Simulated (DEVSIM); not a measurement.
Device: Schottky contact on n-type Si, at 300 K.

Layer 1 from the left is Si, thickness (μm) 20.0, Nd (cm⁻³) 2.7e18, τn (s) 1e-6, τp (s) 1e-6. Layer 2 from the left is Si, thickness (μm) 2.40, Nd (cm⁻³) 6.7e17, τn (s) 1e-6, τp (s) 1e-6.

Left contact: Schottky, work function 4.74 eV, emission velocity 6.8e6 cm/s. Right contact: ohmic. Voltage is applied to the left contact. Recombination: SRH at mid-gap, Auger. Mobility is constant in doping.

Constants are typed, rounded textbook-type inputs, not results; the design itself was drawn at random and stands for no fabricated device. Values at 300 K.

Si: gap (eV) 1.124, affinity (eV) 4.05, permittivity 11.7, Nc (cm⁻³) 2.86e19, Nv (cm⁻³) 3.1e19, μn (cm²/Vs) 1417, μp (cm²/Vs) 470, Cn (cm⁶/s) 2.8e-31, Cp (cm⁶/s) 9.9e-32.

Simulated with DEVSIM: 1D drift-diffusion, Boltzmann statistics, complete ionisation; no tunnelling, impact ionisation, image-force lowering or self-heating. Metal contacts follow the ideal Schottky-Mott rule: no Fermi-level pinning, no interface dipoles.

What does the simulation give for the potential step across the device at zero bias, the dark forward voltage at 100 A/cm²?

potential step across the device at zero bias 0.593 V; dark forward voltage at 100 A/cm² 0.364 V.
